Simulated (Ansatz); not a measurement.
Take ZnSiP$_{2}$ in the chalcopyrite structure (space group I-42d, No. 122; a = 5.419 Å, c = 10.540 Å) as the base.

The values are results of Kohn–Sham DFT with the PBE functional, run in Ansatz (a quantum-chemistry and plane-wave program) with PAW and 420 eV plane waves, without spin-orbit coupling, not measurements.

One change was made to it. Results:

```json
[
 {"quantity": "electron mass", "base": "1.5 mₑ along c, 0.26 mₑ across (at Γ)", "after": "1.4 mₑ along c, 0.26 mₑ across (at Γ)"},
 {"quantity": "volume per atom", "base": "19.34 Å³", "after": "19.14 Å³"},
 {"quantity": "band gap", "base": "1.36 eV", "after": "1.33 eV"},
 {"quantity": "width of the top valence band", "base": "1.19 eV", "after": "1.21 eV"},
 {"quantity": "valence-band top at Γ (three highest levels, from the VBM)", "base": "0.00, -0.13, -0.13 eV", "after": "0.00, -0.13, -0.13 eV"}
]
```

Question: Which change produced these results?
A. pressure 30 GPa
B. pressure 0.9 GPa
C. pressure 4.5 GPa
D. pressure 2.1 GPa

Answer: B, pressure 0.9 GPa. For comparison, the volume per atom in the other runs: pressure 2.1 GPa gives 18.89 Å³; pressure 30 GPa gives 15.53 Å³; pressure 4.5 GPa gives 18.44 Å³.

Load acts through the strain it causes; cell and atoms are relaxed under it. Effective masses come from finite differences of ±0.01 Å⁻¹. No phonon test of stability was made. No other phases were tried under pressure.
